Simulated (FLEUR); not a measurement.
**Converging shifted k-point meshes: Au (Fm-3m, 1 atom in the cell)**

```xyz
1
Lattice="0.0000 2.0339 2.0339 2.0339 0.0000 2.0339 2.0339 2.0339 0.0000" Properties=species:S:1:pos:R:3 pbc="T T T"
Au     0.0000     0.0000     0.0000
```

Method of the run: PBEsol, all-electron FLAPW (FLEUR), scalar-relativistic valence.

Base settings: Kmax = 4 1/bohr; GmaxXC = 16 1/bohr; xcFunctional = PBEs; jspins = 1; l_soc = F; mode = hist; fermiSmearingEnergy = 0.00367493 Htr; mesh (inpgen div1-3) = 10 10 10; inpgen gamma flag = true; Gmax = 16 1/bohr.

In this ladder: kpt_gamma = false.

Only quantities that move along the ladder and can be compared are tabulated.

Core times come from one kind of shared machine, to one figure; runs under 30 s give none.

The starting cell has typed, rounded lattice constants, without a prior relaxation at this level. Its lattice was rescaled by up to half a per cent. Values depend on the basis (sphere radii, cutoffs, local orbitals), which need not be converged.

```csv
kpt_div,free energy less the last step's (meV/atom),core time / last (rough)
4 4 4,58.57,–
6 6 6,11.64,–
8 8 8,-1.00,–
10 10 10,-1.26,–
12 12 12,-0.30,–
16 16 16,-0.03,0.2
18 18 18,-0.08,0.2
20 20 20,-0.03,0.3
22 22 22,0.01,0.4
24 24 24,0.03,0.5
30 30 30,0.00,1
```

Coarsest kpt_div that holds the free energy within 0.5 meV/atom of the last step, with all finer ones: 12 12 12; the step before is off by 1.3 meV/atom.

Left out of this page: 1 run of the series failed or unconverged; 1 run of the series stopped by limits of time or memory.
